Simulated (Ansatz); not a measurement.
The starting structures come from a database of crystals and need not be the phases stable at ambient conditions.

By PBEsol, the system below comes out a metal.

Without scattering a metal conducts by its projected Fermi surface.

Consider the following.

```xyz
3
Lattice="2.9461 0.0000 0.0000 0.0000 21.6139 0.0000 1.4730 7.2046 0.8505" Properties=species:S:1:pos:R:3 pbc="T T T"
Ag     0.0000     0.0000     0.0000
Ag     0.0000     4.8044     0.0000
Ag     0.0000    16.8095     0.0000
```

Space group of this cell: R-3m. The cell is taken as given; by PBEsol its mean pressure is -7.5 GPa.

The current flows along the normal of the first two printed cell vectors, the (100) plane of the conventional cell. No spin-orbit coupling; the value is a mean over 0.1 eV about the Fermi level.

Problem. State the ballistic conductance per area according to PBEsol (Ansatz, a program for electronic structure).

Solution. 0.84 × 10¹⁵ S/m² for both spins.
